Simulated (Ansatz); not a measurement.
A self-consistent single point of Cs3Bi (I4mm, 4 atoms in the cell) with Ansatz (a quantum-chemistry and plane-wave program).

Method of the run: PBEsol, default PAW files made with PBE (plane waves; Ansatz).

The change in words: lattice scaled by 0.98; basis.ecutwfc: 420 eV → 170 eV. Reference geometry:
```yaml
crystal:
  lattice:
    - [0.00000, 4.67311, 4.67311]
    - [4.67311, 0.00000, 4.67311]
    - [4.67311, 4.67311, 0.00000]
  atoms:
    - { symbol: Cs, position: [0.25000, 0.25000, 0.25000] }
    - { symbol: Cs, position: [0.75000, 0.75000, 0.75000] }
    - { symbol: Cs, position: [0.50535, 0.50535, 0.49465] }
    - { symbol: Bi, position: [0.00000, 0.00000, 0.00000] }
```

Reference input (self-consistent single point, DFT, PBEsol, plane waves, default PAW files made with PBE): basis.ecutwfc = 420 eV; kpoints.mp_grid.grid = 5 5 5; hamiltonian.xc = pbesol; hamiltonian.pseudopotentials = {kind: paw} (the program's default PAW files); scf.occupations.method = gaussian; scf.occupations.width = 0.272 eV. This run's input differs from it in these lines:

Ansatz 0.2 input:
```diff
@@ -3,12 +3,12 @@
   lattice:
-    - [0.000000, 4.673112, 4.673112]
-    - [4.673112, 0.000000, 4.673112]
-    - [4.673112, 4.673112, 0.000000]
+    - [0.000000, 4.579650, 4.579650]
+    - [4.579650, 0.000000, 4.579650]
+    - [4.579650, 4.579650, 0.000000]
   atoms:
-    - { symbol: Cs, position_ang: [2.336556, 2.336556, 2.336556] }
-    - { symbol: Cs, position_ang: [7.009668, 7.009668, 7.009668] }
-    - { symbol: Cs, position_ang: [4.673112, 4.673112, 4.723114] }
+    - { symbol: Cs, position_ang: [2.289825, 2.289825, 2.289825] }
+    - { symbol: Cs, position_ang: [6.869475, 6.869475, 6.869475] }
+    - { symbol: Cs, position_ang: [4.579650, 4.579650, 4.628652] }
     - { symbol: Bi, position_ang: [0.000000, 0.000000, 0.000000] }
 basis:
-  ecutwfc: 420.0
+  ecutwfc: 170.0
 kpoints:
```

Output, abridged:

```
SCF iter   1: F=—  HF=-28970.698787 eV  |F-HF|=—  |Δ(HF+E_count)|=         —  Δρ=6.26e-2  dr2=4.42e0  ethr=1.77e-3  ⟨swp⟩=6.1  Hψ=2311  notcnv=0
all-band conjugate gradients solve this SCF's bands
preconditioner: auto → Resta (q_TF=auto, 2.118 Å⁻¹)
SCF iter   2: F=—  HF=-28968.771123 eV  |F-HF|=—  |Δ(HF+E_count)|=    1.93e0  Δρ=2.50e-2  dr2=5.03e-1  ethr=1.77e-3  ⟨swp⟩=2.0  Hψ=1006  notcnv=0
   [... lines left out ...]
SCF iter   4: F=—  HF=-28968.542653 eV  |F-HF|=—  |Δ(HF+E_count)|=   2.24e-3  Δρ=7.32e-4  dr2=7.98e-4  ethr=2.57e-5  ⟨swp⟩=2.0  Hψ=709  notcnv=0
SCF iter   5: F=—  HF=-28968.542612 eV  |F-HF|=—  |Δ(HF+E_count)|=   4.10e-5  Δρ=4.22e-5  dr2=6.24e-6  ethr=1.90e-6  ⟨swp⟩=2.0  Hψ=529  notcnv=0
SCF iter   6: F=—  HF=-28968.542529 eV  |F-HF|=—  |Δ(HF+E_count)|=   8.28e-5  Δρ=9.88e-6  dr2=1.79e-7  ethr=1.49e-8  ⟨swp⟩=2.1  Hψ=683  notcnv=0  defer=1
SCF iter   7: F=-28968.542529 eV  HF=-28968.542529 eV  |F-HF|=2.01e-9  |Δ(HF+E_count)|=   1.64e-7  Δρ=1.20e-6  dr2=3.46e-9  ethr=2.38e-10  ⟨swp⟩=7.3  Hψ=2056  notcnv=0
SCF 1 converged in 7 iterations: F = -28968.542529 eV  dr2 = 3.46e-9
Free energy (F): -28968.542529 eV
Internal energy: -28968.537090 eV  (E = F + TS)
E sigma→0 (E₀):  -28968.539810 eV
Entropy (-TS):   -0.005439 eV (-1.360 meV/atom)
Fermi energy:    6.919966 eV
--- Forces (eV/Å), atoms counted from 1 ---
  atom   1  Cs     0.00000000    -0.00000000     0.02125115
  atom   2  Cs     0.00000000     0.00000000     0.02125115
  atom   3  Cs    -0.00000000     0.00000000    -0.05120919
  atom   4  Bi     0.00000000     0.00000000     0.00866860
--- Stress (GPa, compression-positive) ---
        0.497477       0.000000       0.000000
        0.000000       0.497477       0.000000
        0.000000       0.000000       0.517000
  P = ⅓ Tr σ = 0.5040 GPa (5.040 kbar)
  The stress holds the Pulay correction. Without it, at fixed plane waves, as pw.x and ABINIT print it: P = -120.7363 GPa
```

The run converged in 7 iterations. Against the reference run the free energy goes up by 8.08 eV/atom, the pressure goes from -0.47 to 0.50 GPa and the largest force goes from 0.029 to 0.051 eV/Å.

The starting cell comes from a database of computed structures (which also holds hypothetical and non-ambient phases and stackings), without a prior relaxation at this level. Its lattice was rescaled by up to half a per cent. One atom was moved a little off its site on purpose. For this run, on top of that: lattice scaled by 0.98. Ansatz's pressure includes its estimate of the finite-basis (Pulay) stress. Without the estimate this run gives -120.74 GPa. The cutoff lies below the one recommended for these files.
